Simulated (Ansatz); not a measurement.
The starting structures come from a database of crystals and need not be the phases stable at ambient conditions.

The decay constant κ of evanescent states in the gap governs leakage through a thin film.

Given:

```yaml
crystal:
  lattice:
    - [5.56148, 0.00000, 0.00000]
    - [0.00000, 10.95322, 0.00000]
    - [2.78074, 5.47661, 2.78074]
  atoms:
    - { symbol: Zn, position: [0.00000, 0.50000, 0.00000] }
    - { symbol: Ga, position: [0.50000, 0.25000, 0.00000] }
    - { symbol: Ga, position: [0.00000, 0.00000, 0.00000] }
    - { symbol: Se, position: [0.97845, 0.87494, 0.51448] }
    - { symbol: Se, position: [0.49293, 0.10351, 0.52862] }
    - { symbol: Se, position: [0.02155, 0.38942, 0.48552] }
    - { symbol: Se, position: [0.50707, 0.63213, 0.47138] }
```

Space group of this cell: I-4. The cell is taken as given.

Transport runs along the normal of the first two printed cell vectors, the (100) plane of the conventional cell.

The gap is the functional's own. No spin-orbit coupling. Mid-gap values are interpolated on the energy grid.

**Question.** Give the band gap and the smallest decay constant κ at mid-gap that r2SCAN (Ansatz, a first-principles code) yields.

**Answer.** Gap 2.04 eV on a 12×12×12 mesh; κ = 0.144 1/Å, at the zone centre.
